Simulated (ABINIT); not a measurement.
## How a calculation on Os (P6_3/mmc, 2 atoms in the cell) responds to its settings

```
Os
1.0
    2.67912     0.00000     0.00000
   -1.33956     2.32019     0.00000
    0.00000     0.00000     4.22075
Os
2
Direct
  0.33333   0.66667   0.25000
  0.66667   0.33333   0.75000
```

Base run A: revPBE, PAW (JTH v2.0 PBE PAW, files made for PBE) (ABINIT), self-consistent single point.

Its settings: pseudos = [Os.GGA_PBE-JTH.xml]; ecut = 40 Ry; pawecutdg = 80 Ry; pawxcdev = 0; ixc = 14; occopt = 6; tsmear = 0.1 eV; ngkpt = 10 10 5; nshiftk = 1; shiftk = 0 0 0; potentials = JTH v2.0 PBE PAW; nband = 13; kptopt = 1; nstep = 60; tolvrs = 1e-11.

The starting cell comes from a database of computed structures (which also holds hypothetical and non-ambient phases and stackings), without a prior relaxation at this level. Its lattice was rescaled by a random factor within 2.5 % of one. Spin polarisation is off. The potentials were made for another functional than the one used. In the base run, with a pressure of about 45 GPa the cell is away from its equilibrium volume at this level.

Runs:
- B: pseudos: [Os.GGA_PBE-JTH.xml] → [Os.LDA_PW-JTH.xml]; ixc: 14 → default; potentials: JTH v2.0 PBE PAW → JTH v2.0 LDA PAW [LDA (PW92)]
- C: ixc: 14 → default [PBE]
- D: ixc: 14 → -116133 [PBEsol]
- E: ixc: 14 → 15 [RPBE]
- F: ixc: 14 → -106131 [BLYP]
- G: ixc: 14 → 23 [Wu-Cohen GGA]
- H: ixc: 14 → -109134 [PW91]

| run | pressure (GPa) |
|---|---|
| A | 44.83 |
| B | 21.96 |
| C | 41.82 |
| D | 29.58 |
| E | 46.04 |
| F | 61.24 |
| G | 33.15 |
| H | 43.16 |

Run B against A: The pressure goes from 44.83 to 21.96 GPa.

Run G against A: The pressure goes from 44.83 to 33.15 GPa.
